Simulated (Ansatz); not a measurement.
## Cd in the hcp (Mg type) structure (space group P6_3/mmc, No. 194)

```
CELL_PARAMETERS angstrom
      3.01593     0.00000     0.00000
     -1.50796     2.61187     0.00000
      0.00000     0.00000     5.82164
ATOMIC_POSITIONS crystal
  Cd 0.33333 0.66667 0.75000
  Cd 0.66667 0.33333 0.25000
```

Calculations: plane-wave PAW DFT at the PBE level (Ansatz, an electronic-structure program, 420 eV), without spin-orbit coupling, earlier PAW set. Γ-centred 18×18×8 mesh, Fermi–Dirac width 0.05 eV.

* **Volume per atom**: 22.93 Å³
* **Density**: 8.14 g/cm³
* **Band gap**: zero
* **Total energy**: -8254.526 eV/atom (σ→0; compares only within this code and set-up)

Whether these cells are dynamically stable was not tested.
